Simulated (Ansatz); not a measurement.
Consider Ge in the diamond structure (space group Fd-3m, No. 227; a = 5.6762 Å).

Level of theory: PBEsol (Ansatz, a first-principles code), no spin-orbit coupling.

One change was made to it. Results:

The band gap becomes 0.13 eV (base: zero); the volume per atom drops by 0.58 Å³, from 22.86 Å³ to 22.28 Å³.

Task: Which change produced these results?
A) pressure −1 GPa
B) pressure 1.8 GPa
C) pressure 60 GPa
D) pressure 45 GPa
E) pressure 30 GPa

Result: B, pressure 1.8 GPa. For comparison, the band gap in the other runs: pressure 45 GPa gives zero; pressure 60 GPa gives zero; pressure 30 GPa gives 0.06 eV; pressure −1 GPa gives zero.

Load acts through the strain it causes; cell and atoms are relaxed under it. Whether these cells are dynamically stable was not tested. Measured, Ge leaves this structure (for the β-tin structure) near 10.6 GPa (room temperature; as listed in arXiv:1906.07825). A zero or small gap of Ge can be the functional's error rather than a property of the material.
